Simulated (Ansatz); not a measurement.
The starting structures come from a database of crystals and need not be the phases stable at ambient conditions.

 Where the default PAW files enter, the runs use the earlier of Ansatz's two default sets.

# Evanescent states of BaH5BrO3 (P4/nmm, not sure to be the ambient phase, 20 atoms a cell, 12.4 Å³ an atom) along the normal of (001)

Method: r2SCAN (plane waves, PAW; Ansatz, a program for electronic structure).

No gap correction and no spin-orbit coupling; mid-gap values are interpolated between computed energies.

Energies count from the valence-band top; κ is the least over a 8×8 mesh across the current.

```json
[
 {"E (eV)": "0.12", "κ (1/Å)": "0.253", "where": "off Γ"},
 {"E (eV)": "0.38", "κ (1/Å)": "0.331", "where": "Γ"},
 {"E (eV)": "0.62", "κ (1/Å)": "0.364", "where": "Γ"},
 {"E (eV)": "0.88", "κ (1/Å)": "0.386", "where": "Γ"},
 {"E (eV)": "1.12", "κ (1/Å)": "0.401", "where": "Γ"},
 {"E (eV)": "1.38", "κ (1/Å)": "(withheld)", "where": "Γ"},
 {"E (eV)": "1.62", "κ (1/Å)": "(withheld)", "where": "Γ"},
 {"E (eV)": "1.88", "κ (1/Å)": "(withheld)", "where": "Γ"},
 {"E (eV)": "2.12", "κ (1/Å)": "(withheld)", "where": "Γ"},
 {"E (eV)": "2.38", "κ (1/Å)": "(withheld)", "where": "Γ"},
 {"E (eV)": "2.62", "κ (1/Å)": "(withheld)", "where": "Γ"},
 {"E (eV)": "2.88", "κ (1/Å)": "(withheld)", "where": "Γ"},
 {"E (eV)": "3.12", "κ (1/Å)": "(withheld)", "where": "Γ"},
 {"E (eV)": "3.38", "κ (1/Å)": "(withheld)", "where": "Γ"},
 {"E (eV)": "3.62", "κ (1/Å)": "(withheld)", "where": "Γ"},
 {"E (eV)": "3.88", "κ (1/Å)": "(withheld)", "where": "Γ"},
 {"E (eV)": "4.12", "κ (1/Å)": "(withheld)", "where": "Γ"},
 {"E (eV)": "4.38", "κ (1/Å)": "0.308", "where": "Γ"},
 {"E (eV)": "4.62", "κ (1/Å)": "0.278", "where": "Γ"},
 {"E (eV)": "4.88", "κ (1/Å)": "0.240", "where": "Γ"},
 {"E (eV)": "5.12", "κ (1/Å)": "0.188", "where": "Γ"},
 {"E (eV)": "5.38", "κ (1/Å)": "0.098", "where": "Γ"}
]
```

Question: Some entries are withheld; supply them.

Answer: 
- 1.38, κ (1/Å): 0.411
- 1.62, κ (1/Å): 0.417
- 1.88, κ (1/Å): 0.420
- 2.12, κ (1/Å): 0.420
- 2.38, κ (1/Å): 0.418
- 2.62, κ (1/Å): 0.413
- 2.88, κ (1/Å): 0.406
- 3.12, κ (1/Å): 0.396
- 3.38, κ (1/Å): 0.385
- 3.62, κ (1/Å): 0.370
- 3.88, κ (1/Å): 0.353
- 4.12, κ (1/Å): 0.332
